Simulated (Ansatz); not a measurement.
CsCl-type CoAl, treated with r²SCAN in Ansatz (plane waves, PAW).

Input file:

Ansatz 0.2 input:
```yaml
crystal:
  lattice:
    - [2.7656045757, 0.0, 0.0]
    - [0.0, 2.7656045757, 0.0]
    - [0.0, 0.0, 2.7656045757]
  atoms:
    - { symbol: Al, position: [0.5, 0.5, 0.5] }
    - { symbol: Co, position: [0.0, 0.0, 0.0] }
basis:
  ecutwfc: 560
  ecutrho_ratio: 4
  xc_grid: 3
kpoints:
  mp_grid: { grid: [20, 20, 20] }
hamiltonian:
  xc: r2scan
  dispersion: none
  pseudopotentials: { kind: paw }
scf:
  occupations: { method: fermi_dirac, width: 0.05 }
  convergence: { dr2_threshold: 0.000000001 }
output:
  forces: true
  stress: true
  eigenvalues: true
```

Task: How many irreducible k-points, plane waves at Γ does the program set up, and what pressure does the run end with?

Result: 286 irreducible k-points, 619 plane waves at Γ; P = 13.97 GPa, so the cell is compressed on average and its volume would grow at this level.

Excerpt of the program's output:

```
WARN output.stress: scf.convergence.dr2_threshold = 1e-9 eV is looser than the 2e-10 eV advised for a printed stress (1e-10 eV for each atom of the cell: 2)
Crystal: 2 atoms, lattice volume = 21.153 Å³
Basis set: ecut = 560 eV, 619 PW (Γ), exchange–correlation on 72×72×72 points (27 copies of the dense FFT grid, shifted against one another)
Bands: 14, of which v1, the nominal top of the filled ones, is band 10 counted from 1 (9 counted from 0)
Symmetry: 48 space group operations
Space group: Pm-3m (ITA 221), of the structure as read, at distance tolerance 2.8e-5 Å
k-points: 286 of 8000
Functional: x = r2scan, c = r2scan; τ floored in thin density (d = 2e-4 eV/Å³)
SCF iter   1: F=—  HF=-5672.904899 eV  |F-HF|=—  |Δ(HF+E_count)|=         —  Δρ=7.00e-3  dr2=2.83e-3  dr2_τ=6.21e-2
SCF iter   2: F=—  HF=-5672.969353 eV  |F-HF|=—  |Δ(HF+E_count)|=   6.45e-2  Δρ=1.05e-2  dr2=1.28e-2  dr2_τ=1.80e-4
  ...
SCF iter   8: F=—  HF=-5672.968949 eV  |F-HF|=—  |Δ(HF+E_count)|=   1.31e-7  Δρ=4.19e-6  dr2=1.14e-9  dr2_τ=1.97e-10
SCF iter   9: F=-5672.968949 eV  HF=-5672.968949 eV  |F-HF|=5.73e-11  |Δ(HF+E_count)|=  9.28e-11  Δρ=8.56e-7  dr2=7.53e-11  dr2_τ=9.83e-13
SCF 1 converged in 9 iterations: F = -5672.968949 eV  dr2 = 7.53e-11
SCF converged after 9 iterations
Free energy (F): -5672.968949 eV
Internal energy: -5672.964086 eV  (E = F + TS)
E sigma→0 (E₀):  -5672.966518 eV
Fermi energy:    16.048640 eV
--- Forces (eV/Å), atoms counted from 1 ---
  atom   1  Al     0.00000000    -0.00000000     0.00000000
  atom   2  Co    -0.00000000    -0.00000000    -0.00000000
--- Stress (GPa, compression-positive) ---
       13.967775       0.000000       0.000000
        0.000000      13.967775       0.000000
       -0.000000       0.000000      13.967775
  P = ⅓ Tr σ = 13.9678 GPa (139.678 kbar)
```

The cell is one volume of an energy–volume scan, off the minimum.

The PAW data were made under PBE.

Ansatz is a first-principles code.
